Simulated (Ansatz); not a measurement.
The starting structures come from a database of crystals and need not be the phases stable at ambient conditions.

By PBEsol, the system below comes out a metal.

```xyz
4
Lattice="4.1774 0.0000 0.0000 -2.0887 3.6178 0.0000 0.0000 0.0000 5.5392" Properties=species:S:1:pos:R:3 pbc="T T T"
Sb     2.0887     1.2059     4.1544
Sb     0.0000     2.4118     1.3848
Pt     0.0000     0.0000     2.7696
Pt     0.0000     0.0000     0.0000
```

Space group of this cell: P6_3/mmc, NiAs type. The cell is taken as given; by PBEsol its mean pressure is -2.3 GPa.

The current flows along the normal of the first two printed cell vectors, the (001) plane of the conventional cell. No spin-orbit coupling; the value is a mean over 0.1 eV about the Fermi level.

Problem. Estimate the ballistic conductance per area that PBEsol (Ansatz, a first-principles code) returns for this system.

Solution. 0.74 × 10¹⁵ S/m² for both spins.
